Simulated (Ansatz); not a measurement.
W on a Co site (surface) in a 3x3 cell of the 1x1 (0001) surface of hcp Co, ferromagnetic

Level of theory: PBE (plane waves to 420 eV, PAW; Ansatz, an electronic-structure program).

Model: 36-atom slab, 6.0 Å thick at the start (thin: gaps and levels are the slab's own), 5x5x1 mesh, Fermi-Dirac 0.1 eV, dipole correction, 9 atoms held, the rest relaxed; start symmetry kept, larger cells not searched; spin-polarised, no spin-orbit, no U.

- formation energy against hcp Co, ferromagnetic, bcc W = 0.89 eV
- work function of the top face = 5.01 eV
- change of the work function = 0.043 eV
- change of the step from the bottom to the top vacuum level, against the clean slab = 0.042 eV
- energy released by relaxation = 0.078 eV
- magnetic moment of the cell = 55.63 μB
- largest move of a host atom = 0.04 Å
